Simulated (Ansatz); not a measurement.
PBE against r2SCAN: HfO2

Take HfO$_{2}$ in the fluorite structure (space group Fm-3m, No. 225; a = 5.098 Å) as the base.

(Cell as relaxed with PBE.)

Levels (all Ansatz, a first-principles code, PAW, earlier PAW set): PBE (420 eV, scalar-relativistic without spin-orbit coupling); r2SCAN (500 eV, without spin-orbit coupling).

Each level relaxes its own structure.

| quantity | PBE | r2SCAN |
|---|---|---|
| volume per atom | 11.04 Å³ | ___ |
| lattice parameter a | 5.098 Å | ___ |
| band gap | 3.75 eV | ___ |
| gap character | direct at X | ___ |
| electron mass | 1.2 mₑ along k, 0.74 mₑ across | ___ |

### Question
Given the PBE results, estimate those of r2SCAN.

### Answer

- volume per atom, r2SCAN: 10.79 Å³
- lattice parameter a, r2SCAN: 5.059 Å
- band gap, r2SCAN: 4.30 eV
- gap character, r2SCAN: direct at X
- electron mass, r2SCAN: 1.0 mₑ along k, 0.75 mₑ across

PBE's volume per atom lies 0.25 Å³ above r2SCAN's (2.3 %); PBE's lattice parameter a lies 0.039 Å above r2SCAN's (0.8 %); PBE's band gap lies 0.555 eV below r2SCAN's; the two agree on the gap character. Neither level is exact; r2SCAN is the comparison here, not a measurement.

Spin-orbit coupling, missing from the scalar runs, can matter with Hf. Masses are band curvatures over ±0.01 Å⁻¹ around the edge. Along k means along the line from Γ to the band edge. Stability against distortions was not tested. This is not the structure that HfO2 has at room temperature and ambient pressure.
